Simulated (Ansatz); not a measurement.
# GaN: stress against strain

GaN (wurtzite, P6_3mc, 11.051 Å³/atom and stress up to 0.01 GPa in the relaxed cell, c along z) under a strain ε along c (axis z), the other axes held. LDA in Ansatz, a plane-wave DFT program (PAW, default set), 420 eV, 12×12×7 Γ-centred mesh, Fermi-Dirac smearing 0.05 eV; ions are relaxed, or left where forces stay under 0.02 eV/Å, within the symmetry of each cell. Stress is positive for a compressed cell.

Here s stands for strain and y for stress zz.

```
strain (%)  stress zz (GPa)
----------  ---------------
-1.20                  5.01
-0.60                  2.49
0.00                   0.01
0.60                  -2.43
1.20                  -4.81
3.00                      ?
```

The 5 complete rows are fitted with a straight line, y against s. Means: s 0, y 0.054. About the means, the sum of products is -14.736 and the sum of squares of s is 3.6000; the slope is their ratio. Least squares gives y = 0.054 - 4.0933·s. Residuals (row less fit): 0.044, -0.020, -0.044, -0.028, 0.048; standard error 0.050 (degrees of freedom: 3). The slope gives the elastic constant C33 = 409 ± 3 GPa (± standard error of the fit, which holds the terms cut off).

Problem. Predict the withheld y at s = 3.00 from the fit, and compare with the calculation.

Solution. y = 0.054 - 4.0933 × 3.0 = -12.226 GPa. The calculation gives -11.68 GPa, 0.546 GPa above the prediction (3.3 % of the range of y in the table). The row lies outside the fitted rows, so this is an extrapolation. From the scatter of the fitted rows alone, a prediction at this place has a standard error of 0.095 GPa, so the miss is 5.7 times that.

A polynomial of degree 2 through the 10 other runs of the series gives -11.73 there, so most of the miss is curvature that the fit leaves out. Rows are the converged runs of the series near zero and its far end; series whose fitted rows scatter by over a few per cent of the range, as at a crossing or softening among them, aren't shown in this form, nor equations of state whose B0' disagrees with the runs' pressures. Most that stay on the fit to the last digits aren't either.
